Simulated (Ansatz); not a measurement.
Consider interstitial K in beta Si3N4, charge state +1. The step: K moves alone to another site; the atom moves 1.46 Å along (0.00, 0.00, 0.50) of the unit cell; the moving atom starts with neighbours N at 2.50, N at 2.52, N at 2.53, 6 N at 2.79; 2 Si at 2.78, Si at 2.80, 2 Si at 3.10, 2 Si at 3.11, 2 Si at 3.13 Å and ends with N at 2.50, N at 2.52, N at 2.53, 6 N at 2.79; 2 Si at 2.78, Si at 2.80, 2 Si at 3.10, 2 Si at 3.11, 2 Si at 3.13 Å. A PBE band in Ansatz (plane-wave PAW, the Γ point alone, 84 host sites, 44 SCF runs with any check of the saddle's order, static, no finite-size correction) gives a forward barrier of 0.11 eV. The program found a first-order saddle point. The charge state is imposed; whether it is stable for some Fermi level was not computed. Sites that were not tried may lie lower.

Single points at the band's start and saddle point can refine it. Rough cost of one point, in units of the band's mean SCF on the same machine:

| Level | Cost of one point |
|---|---|
| PBE, a 2×2×2 k-point mesh shifted by half a step along c | about 7 |
| r2SCAN at 500 eV, the Γ point alone | about 3 |

Question: Which of these move the barrier by more than 0.1 eV, and how far does each move it?

Answer: Not one does. PBE, a 2×2×2 k-point mesh shifted by half a step along c: -0.01 eV; r2SCAN at 500 eV, the Γ point alone: 0.00 eV. Each functional is compared with PBE at the same k-points.

Ansatz is a quantum-chemistry and plane-wave program.
